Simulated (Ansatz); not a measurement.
Ca under a change: x(Mg) = 0.5, 4 atoms, P4/nmm

The parent structure is Ca in the fcc (Cu type) structure (space group Fm-3m, No. 225; a = 5.568 Å).

The other end (x = 1) is Mg in the fcc (Cu type) structure (space group Fm-3m, No. 225; a model cell, its experimental status unchecked): 22.73 Å³/atom, gap zero; this end may not be an ambient phase.

It is then changed as follows: a fraction x = 0.5 of the Ca sites is given to Mg, ordered in a cell of 4 atoms (starting symmetry P4/nmm) and fully relaxed.

The values are results of plane-wave PAW DFT at the r2SCAN level (Ansatz, a program for electronic structure, 500 eV), no SOC, not measurements. Settings: 12×12×5 k-points, 0.05 eV Fermi–Dirac smearing, for the changed cell.

```tsv
quantity	base	changed	shift
volume per atom	43.17 Å³	31.82 Å³	-11.35 Å³
density	1.54 g/cm³	1.68 g/cm³	+0.14 g/cm³
shortest interatomic distance	3.937 Å	3.102 Å	-0.835 Å
band gap	zero	zero	–
mixing energy (to 0.01 eV only: unlike meshes or grids) (against an end that may be hypothetical)	–	-0.05 eV/atom	–
deviation of the volume from the linear (Vegard-type) interpolation	–	-3.4 %	–
```

Final structure:

```
CELL_PARAMETERS angstrom
      3.74204     0.00000     0.00000
      0.00000     3.74204     0.00000
      0.00000     0.00000     9.08924
ATOMIC_POSITIONS crystal
  Ca 0.50000 0.00000 0.83534
  Mg 0.00000 0.50000 0.58906
  Mg 0.50000 0.00000 0.41094
  Ca 0.00000 0.50000 0.16466
```

Cost of the whole job for the changed cell (relaxation, final SCF and bands): roughly 6 core-minutes.

These are small ordered cells, not random alloys; other orderings at the same x differ. Whether these cells are dynamically stable was not tested. Under x(Mg) = 0.5, 4 atoms, P4/nmm the cell changed shape so far that it is another structure. This is not the structure that Mg has at room temperature and ambient pressure.
